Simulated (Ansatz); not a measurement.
Effect of uniaxial strain ε_xx = −1.00 % on TiB2

Take TiB$_{2}$ (space group P6/mmm, No. 191; a = 2.994 Å, c = 3.160 Å) as the base. Axes: x lies along a and z along c of the hexagonal cell.

Modification: the cell is compressed by 1.00 % along x with no lateral relaxation; the atoms relax in the strained cell.

The values are results of DFT with LDA, PAW potentials and a 420 eV plane-wave cutoff in Ansatz (an electronic-structure program), no SOC, not measurements. Settings: 13×13×10 k-points, 0.05 eV Fermi–Dirac smearing.

| quantity | base | changed | shift |
|---|---|---|---|
| volume per atom | 8.18 Å³ | 8.09 Å³ | -0.082 Å³ |
| space group | P6/mmm (No. 191) | Cmmm (No. 65) | – |
| shortest interatomic distance | 1.729 Å | 1.717 Å | -0.012 Å |
| energy relative to the base (free energy F) | 0 meV/atom | +1.8 meV/atom | +1.8 meV/atom |
| pressure (mean of the normal stresses, compression positive) | 0.0 GPa | 3.1 GPa | +3.1 GPa |
| band gap | zero | zero | – |
| stress (xx, yy, zz, yz, xz, xy; compression positive) (rough) | – | (7.2, 0.8, 1.3, 0.0, 0.0, 0.0) GPa | – |

Final structure:

```
CELL_PARAMETERS angstrom
      2.96398     0.00000     0.00000
     -1.48199     2.59281     0.00000
      0.00000     0.00000     3.15953
ATOMIC_POSITIONS crystal
  Ti 0.00000 0.00000 0.00000
  B  0.66645 0.33289 0.50000
  B  0.33355 0.66711 0.50000
```

Cost of the whole job for the changed cell (relaxation, final SCF and bands): around 23 core-seconds (rough).

A case with no gap was solved on a k-mesh chosen for an insulator, which is coarse for it. Without a gap, meshes like the base's 13×13×10 leave anisotropic stresses uncertain by several tenths of a GPa, and small strain energies with them. Stability against distortions was not tested. All final runs are without spin polarisation.
